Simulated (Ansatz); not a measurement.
# PbTe, response to strain

Start from PbTe in the rock salt structure (space group Fm-3m, No. 225; a = 6.569 Å).

Strains are applied to the cell and any free atomic positions relax.

Computed with PBE (Ansatz, a quantum-chemistry and plane-wave program; PAW; 420 eV plane waves; without spin-orbit coupling).

Candidates:
(a) isotropic strain +1.00 %
(b) isotropic strain −2.50 %
(c) isotropic strain +0.50 %
(d) isotropic strain +2.50 %
(e) isotropic strain −1.50 %

Base values:

```
Property    Value
--------  -------
Band gap  0.83 eV
```

Question: Order them by band gap, lowest first.

Answer: (b) isotropic strain −2.50 % (0.67 eV), (e) isotropic strain −1.50 % (0.74 eV), (c) isotropic strain +0.50 % (0.85 eV), (a) isotropic strain +1.00 % (0.88 eV), (d) isotropic strain +2.50 % (0.94 eV)

Spin-orbit coupling, missing from the scalar runs, can matter with Pb and Te. Gaps are read on the SCF mesh and a high-symmetry path. Whether these cells are dynamically stable was not tested.
